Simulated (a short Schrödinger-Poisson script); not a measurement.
## MOS inversion layer, HfO2 on p-type Ge(111)

System: MOS inversion layer, HfO2 on p-type Ge(111), at 300 K.

```csv
layer,material,thickness (nm),Na (cm⁻³)
1,HfO2,5.6,-
2,Ge,270,2.4e18
```

Constants are typed, rounded textbook-type inputs, not results; the design itself was drawn at random and stands for no fabricated device. HfO2: permittivity 22, conduction-band edge (eV) 1.5, gap (eV) 5.7, electron mass (mₑ) 0.2. Ge: permittivity 16, conduction-band edge (eV) 0, gap (eV) 0.664, Nv at 300 K (cm⁻³) 6e18.

Channel valleys (confinement mass, in-plane density-of-states mass, number): L1 1.59, 0.08, 1; L3 0.09, 0.34, 3. At the gate the conduction-band edge of layer 1 lies 1.69 eV − eVg above the Fermi level of the channel; the field vanishes at the back. Gaps are held at their typed values at every temperature. Mesh 0.03 nm at interfaces.

From a short Schrödinger-Poisson script (our own, NumPy): 1D Poisson equation in equilibrium, electrons quantum, Hartree (BenDaniel-Duke, 12 states a valley, the channel's in-plane mass for all, wave functions ending at the dielectric), parabolic valleys, classical holes, full ionisation, no traps, pinning or gate leakage.

| Vg (V) | electrons (cm⁻²) | C (μF/cm²) | L1 E0 (meV) | L1 E1 (meV) | L3 E0 (meV) | L3 E1 (meV) |
|---|---|---|---|---|---|---|
| 0.2 | 2.64e7 | 0.648 | 273.5 | 335.0 | 401.1 | 532.8 |
| 0.25 | 1.13e8 | 0.625 | 235.5 | 299.2 | 368.1 | 507.1 |
| 0.3 | 4.89e8 | 0.605 | 197.0 | 262.8 | 334.3 | 480.1 |
| 0.35 | 2.16e9 | 0.592 | 158.2 | 226.0 | 299.9 | 452.0 |
| 0.4 | 9.60e9 | 0.603 | 119.2 | 188.9 | 265.2 | 423.1 |
| 0.45 | 4.11e10 | 0.699 | 80.9 | 152.5 | 230.9 | 394.3 |
| 0.5 | 1.50e11 | 0.986 | 45.8 | 119.2 | 199.6 | 367.6 |
| 0.55 | 4.03e11 | 1.38 | 16.8 | 91.9 | 174.1 | 345.8 |
| 0.6 | 7.96e11 | 1.68 | -6.1 | 70.7 | 154.5 | 329.0 |
| 0.65 | 1.28e12 | 1.86 | -25.1 | 53.5 | 138.9 | 315.6 |
| 0.7 | 1.83e12 | 1.98 | -41.7 | 38.9 | 125.8 | 304.4 |
| 0.75 | 2.41e12 | 2.06 | -56.6 | 26.1 | 114.5 | 294.9 |
| 0.8 | 3.03e12 | 2.13 | -70.3 | 14.7 | 104.6 | 286.6 |
| 0.85 | 3.67e12 | 2.18 | -83.0 | 4.3 | 95.9 | 279.4 |
| 0.9 | 4.33e12 | 2.23 | -95.0 | -5.1 | 88.2 | 273.1 |
| 0.95 | 5.01e12 | 2.26 | -106.3 | -13.7 | 81.3 | 267.6 |
| 1 | 5.70e12 | 2.30 | -117.2 | -21.8 | 75.0 | 262.7 |
| 1.05 | 6.41e12 | 2.33 | -127.6 | -29.3 | 69.3 | 258.4 |
| 1.1 | 7.12e12 | 2.35 | -137.6 | -36.4 | 64.1 | 254.6 |
| 1.15 | 7.85e12 | 2.37 | -147.3 | -43.1 | 59.3 | 251.2 |
| 1.2 | 8.58e12 | 2.39 | -156.8 | -49.5 | 54.9 | 248.1 |

Subbands count from the Fermi level.

Only the L valleys are kept; under strong confinement the Δ valleys of Ge fill too.
